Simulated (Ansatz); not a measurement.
**Ru with two functionals, biaxial strain −2.48 %, plane normal [001], relaxed out of plane**

The reference is Ru in the hcp (Mg type) structure (space group P6_3/mmc, No. 194; a = 2.7218 Å, c = 4.2939 Å; relaxed with 0.1 eV smearing). Axes: x lies along a and z along c of the hexagonal cell.

(Cell as relaxed with PBE.)

Levels (all Ansatz, a first-principles code, PAW, earlier PAW set): PBE (420 eV, no SOC); r2SCAN (500 eV, without spin-orbit coupling).

Each level relaxes its own structure.

| base | PBE | r2SCAN |
|---|---|---|
| volume per atom | 13.77 Å³ | 13.52 Å³ |
| lattice parameter a | 2.722 Å | 2.706 Å |
| band gap | zero | zero |

The change: compressive biaxial strain of 2.48 % in the plane normal to [001], as in epitaxy on a mismatched substrate; the out-of-plane cell vector and the atoms relax.

| quantity | PBE | r2SCAN |
|---|---|---|
| shortest interatomic distance | 2.654 Å | 2.638 Å |
| mean in-plane stress (compression positive) | +18.9 GPa | +20.2 GPa |
| out-of-plane strain | +1.35 % | +1.38 % |

PBE's shortest interatomic distance lies 0.016 Å above r2SCAN's (0.6 %); PBE's in-plane stress lies 1.3 GPa below r2SCAN's. Neither level is exact; r2SCAN is the comparison here, not a measurement.

No phonon test of stability was made. All final runs are without spin polarisation.
